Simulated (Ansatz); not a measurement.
Defect: N vacancy in zinc-blende BN, charge state +3. Calculation: PBE, PAW (plane waves to 420 eV; Ansatz, a first-principles code).

Cell of 64 host sites held at the relaxed PBE lattice; a 2×2×2 k-point mesh shifted by half a step; Fermi-Dirac width 0.01 eV, spin-restricted; finite-size errors left in. No zero-point or tunnelling terms. The charge state is imposed; whether it is stable for some Fermi level was not computed. Forms of the defect that were not tried may lie lower.

Barriers: single points on a 3×3×3 k-point mesh shifted by half a step at the bands' geometries.

Relaxed starting cell (atoms counted from 1):

```
CELL_PARAMETERS angstrom
      7.24967     0.00000     0.00000
      0.00000     7.24967     0.00000
      0.00000     0.00000     7.24967
ATOMIC_POSITIONS crystal
  B  0.00109 0.00168 0.00015
  B  0.97165 0.97224 0.52944
  B  0.99669 0.50358 0.99809
  B  0.00109 0.50152 0.50000
  B  0.50299 0.99728 0.99810
  B  0.50092 0.00168 0.49999
  B  0.49989 0.50049 0.00117
  B  0.50298 0.50357 0.50440
  N  0.12478 0.12538 0.87629
  N  0.12477 0.62537 0.37630
  N  0.12478 0.62538 0.87629
  N  0.62477 0.12537 0.37630
  N  0.62478 0.12538 0.87630
  N  0.62478 0.62537 0.37630
  N  0.62478 0.62537 0.87630
  B  0.97165 0.27852 0.22316
  B  0.00109 0.24907 0.75244
  B  0.00109 0.74924 0.25260
  B  0.99668 0.74717 0.75450
  B  0.50092 0.24906 0.25260
  B  0.50296 0.25346 0.75449
  B  0.50297 0.74718 0.24820
  B  0.49989 0.75025 0.75142
  N  0.12451 0.37338 0.12829
  N  0.12505 0.37337 0.62430
  N  0.12505 0.87737 0.12830
  N  0.12452 0.87738 0.62429
  N  0.62370 0.37522 0.12646
  N  0.62585 0.37521 0.62614
  N  0.62586 0.87553 0.12646
  N  0.62370 0.87553 0.62614
  B  0.27791 0.97225 0.22317
  B  0.24847 0.00169 0.75245
  B  0.24846 0.50151 0.25260
  B  0.25286 0.50356 0.75450
  B  0.74865 0.00169 0.25261
  B  0.74657 0.99728 0.75450
  B  0.74657 0.50358 0.24818
  B  0.74966 0.50049 0.75142
  N  0.37278 0.12511 0.12831
  N  0.37277 0.12564 0.62430
  N  0.37462 0.62430 0.12646
  N  0.37461 0.62645 0.62614
  N  0.87679 0.12565 0.12830
  N  0.87678 0.12511 0.62429
  N  0.87494 0.62646 0.12645
  N  0.87494 0.62430 0.62614
  B  0.24846 0.24906 0.00015
  B  0.27790 0.27850 0.52942
  B  0.25288 0.74718 0.99810
  B  0.24847 0.74923 0.49998
  B  0.74659 0.25348 0.99809
  B  0.74864 0.24906 0.49999
  B  0.74966 0.75026 0.00118
  B  0.74658 0.74718 0.50440
  N  0.37276 0.37336 0.37655
  N  0.37462 0.37521 0.87738
  N  0.37278 0.87737 0.37603
  N  0.37462 0.87554 0.87523
  N  0.87680 0.37336 0.37604
  N  0.87494 0.37522 0.87522
  N  0.87679 0.87738 0.37657
  N  0.87494 0.87554 0.87738
```
Cell charge +3.

End state 1 differs by these moves (Å; atoms that move under 0.08 Å are left out):

```csv
atom,element,Δx,Δy,Δz
2,B,0.21,0.20,-0.19
4,B,-0.21,0.20,-0.19
16,B,0.21,-0.19,0.20
17,B,-0.21,-0.19,0.20
25,N,0.00,-1.78,-1.78
32,B,-0.18,0.18,0.18
35,B,0.18,0.18,0.18
49,B,0.00,-0.41,-0.41
```

Question: Estimate the forward and backward barriers to end state 1 that PBE, PAW returns for this input.

Answer: forward 4.98 eV, backward 4.98 eV; at the saddle point atom 25 has neighbours B at 1.38, 2 B at 1.91, 2 B at 2.06 Å. The saddle point's order was not checked, and it lies on a symmetry element of the cell, where a band can be held.
